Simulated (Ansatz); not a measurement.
## BAs: pressure series

Take BAs in the zinc blende structure (space group F-43m, No. 216) as the base.

```
BAs
1.0
    0.00000     2.40468     2.40468
    2.40468     0.00000     2.40468
    2.40468     2.40468     0.00000
As B
1 1
Direct
  0.75000   0.75000   0.75000
  0.00000   0.00000   0.00000
```

Cell and atoms are relaxed at each pressure.

All numbers come from PBE (Ansatz, a quantum-chemistry and plane-wave program; PAW; 420 eV plane waves; no SOC), earlier PAW set.

Candidates:
(a) pressure 10 GPa
(b) pressure 0.3 GPa
(c) pressure −1 GPa
(d) pressure 1.5 GPa

Base values:

| Property | Result |
|---|---|
| Width of the top valence band | 5.07 eV |

### Question
Order them by width of the top valence band, highest first.

### Answer
(a) pressure 10 GPa (5.46 eV), (d) pressure 1.5 GPa (5.13 eV), (b) pressure 0.3 GPa (5.08 eV), (c) pressure −1 GPa (5.02 eV)

The levels and masses belong to the bands next to the band gap. Load acts through the strain it causes; cell and atoms are relaxed under it. No phonon test of stability was made. Competing high-pressure phases were not computed.
